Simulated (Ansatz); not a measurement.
Input and output of a self-consistent single point for Ga2Pt (P1, 3 atoms in the cell) (Ansatz, a program for electronic structure).

Method of the run: LDA (PW92), PAW files made with PBE (plane waves; Ansatz).

The change in words: lattice scaled by 0.98. Reference geometry:
```
Ga2Pt
1.0
    0.00000     2.96792     2.96792
    2.96792     0.00000     2.96792
    2.96792     2.96792     0.00000
Ga Pt
2 1
Direct
  0.74944   0.75120   0.74284
  0.22309   0.26757   0.25428
  0.02747   0.98123   0.00288
```

Reference input (self-consistent single point, DFT, LDA (PW92), plane waves, PAW files made with PBE): kpoints.mp_grid.grid = 6 6 6; hamiltonian.xc = lda; hamiltonian.pseudopotentials = {kind: paw} (an earlier, softer set of the program's PAW files); scf.occupations.method = fermi_dirac; scf.occupations.width = 0.1 eV. This run's input differs from it in these lines:

Ansatz 0.2 input:
```diff
@@ -2,9 +2,9 @@
   lattice:
-    - [0.00000000, 2.96792000, 2.96792000]
-    - [2.96792000, 0.00000000, 2.96792000]
-    - [2.96792000, 2.96792000, 0.00000000]
+    - [0.00000000, 2.90856200, 2.90856200]
+    - [2.90856200, 0.00000000, 2.90856200]
+    - [2.90856200, 2.90856200, 0.00000000]
   atoms:
-    - { symbol: Ga, position_ang: [4.43418526, 4.42894688, 4.45378244] }
-    - { symbol: Ga, position_ang: [1.54880905, 1.41680487, 1.45623072] }
-    - { symbol: Pt, position_ang: [-0.04715728, 0.09008824, 0.02582387] }
+    - { symbol: Ga, position_ang: [4.34550215, 4.34036854, 4.36470739] }
+    - { symbol: Ga, position_ang: [1.51783308, 1.38846897, 1.42710631] }
+    - { symbol: Pt, position_ang: [-0.04621414, 0.08828649, 0.02530740] }
 kpoints:
```

The program printed (abridged):

```
SCF iter   1: F=—  HF=-19663.743500 eV  |F-HF|=—  |Δ(HF+E_count)|=         —  Δρ=1.19e-1  dr2=8.56e0  ethr=3.10e-3  ⟨swp⟩=5.4  Hψ=11470  notcnv=0
all-band conjugate gradients solve this SCF's bands
preconditioner: auto → Kerker (q_TF=auto, 2.678 Å⁻¹)
SCF iter   2: F=—  HF=-19661.930659 eV  |F-HF|=—  |Δ(HF+E_count)|=    1.81e0  Δρ=3.21e-2  dr2=2.77e-1  ethr=3.10e-3  ⟨swp⟩=2.2  Hψ=6851  notcnv=0  defer=5
   [... lines left out ...]
SCF iter   6: F=—  HF=-19661.883600 eV  |F-HF|=—  |Δ(HF+E_count)|=   2.88e-4  Δρ=4.80e-4  dr2=1.94e-4  ethr=6.93e-6  ⟨swp⟩=2.6  Hψ=4746  notcnv=0  defer=11
SCF iter   7: F=—  HF=-19661.883624 eV  |F-HF|=—  |Δ(HF+E_count)|=   2.41e-5  Δρ=1.84e-4  dr2=1.52e-5  ethr=4.41e-7  ⟨swp⟩=2.5  Hψ=4366  notcnv=0  defer=11
SCF iter   8: F=—  HF=-19661.883626 eV  |F-HF|=—  |Δ(HF+E_count)|=   2.02e-6  Δρ=3.99e-5  dr2=8.42e-7  ethr=3.45e-8  ⟨swp⟩=2.0  Hψ=3518  notcnv=0  defer=11
SCF iter   9: F=-19661.883627 eV  HF=-19661.883627 eV  |F-HF|=1.83e-8  |Δ(HF+E_count)|=   3.65e-7  Δρ=1.42e-5  dr2=6.21e-8  ethr=2.27e-10  ⟨swp⟩=6.4  Hψ=13749  notcnv=0
SCF 1 converged in 9 iterations: F = -19661.883627 eV  dr2 = 6.21e-8
Free energy (F): -19661.883627 eV
Internal energy: -19661.848445 eV  (E = F + TS)
E sigma→0 (E₀):  -19661.866036 eV
Entropy (-TS):   -0.035182 eV (-11.727 meV/atom)
Fermi energy:    14.368973 eV
--- Forces (eV/Å), atoms counted from 1 ---
  atom   1  Ga    -0.07360833     0.50846006     0.15326900
  atom   2  Ga    -0.56961103     0.76606916    -0.04724483
  atom   3  Pt     0.64321174    -1.27451971    -0.10601962
--- Stress (GPa, compression-positive) ---
        6.011598      -0.472670       1.077008
       -0.472670       5.142047      -1.974152
        1.077008      -1.974152       6.200757
  P = ⅓ Tr σ = 5.7848 GPa (57.848 kbar)
  The stress holds the Pulay correction. Without it, at fixed plane waves, as pw.x and ABINIT print it: P = 5.7455 GPa
```

The run converged in 9 iterations. Against the reference run the free energy goes up by 7.6 meV/atom, the pressure goes from -2.86 to 5.78 GPa and the largest force goes from 1.055 to 1.432 eV/Å.

The starting cell comes from a database of computed structures (which also holds hypothetical and non-ambient phases and stackings), without a prior relaxation at this level. Its atoms were displaced at random from the sites of space group no. 225. For this run, on top of that: lattice scaled by 0.98. Spin polarisation is off. With a pressure of about 6 GPa the cell is away from its equilibrium volume at this level. Forces in this geometry exceed 1 eV/Å. Ansatz's pressure includes its estimate of the finite-basis (Pulay) stress.
